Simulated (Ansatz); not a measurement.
The starting structures come from a database of crystals and need not be the phases stable at ambient conditions.

Input:

```
SnPS3
1.0
    6.51189     0.00000    -0.00034
    0.00000     7.38144     0.00000
   -0.23807     0.00000     9.16068
Sn P S
4 4 12
Direct
  0.96347   0.37850   0.24129
  0.03653   0.62150   0.75871
  0.53653   0.87850   0.25871
  0.46347   0.12150   0.74129
  0.43604   0.38992   0.06774
  0.56396   0.61008   0.93226
  0.06396   0.88992   0.43226
  0.93604   0.11008   0.56774
  0.38975   0.50051   0.26731
  0.61025   0.49949   0.73269
  0.11025   0.00051   0.23269
  0.88975   0.99949   0.76731
  0.17209   0.30681   0.96259
  0.82791   0.69319   0.03741
  0.32791   0.80681   0.53741
  0.67209   0.19319   0.46259
  0.65426   0.19315   0.05918
  0.34574   0.80685   0.94082
  0.84574   0.69315   0.44082
  0.15426   0.30685   0.55918
```

Space group of this cell: P2_1/c. The cell was relaxed by PBE-D3(BJ).

Transport runs along the normal of the first two printed cell vectors.

The gap is the functional's own, uncorrected, and κ follows it; spin-orbit coupling is left out. Mid-gap values are interpolated between the computed energies.

**Question.** Give the band gap and the smallest decay constant κ at mid-gap that PBEsol in Ansatz (a first-principles code) yields.

**Answer.** Gap 1.51 eV on a 6×4×4 mesh; κ = 0.195 1/Å, at (0.000, 0.250) of the in-plane reciprocal vectors. At the zone centre, at the nearest computed energy, the slowest state has κ = 0.24 1/Å.
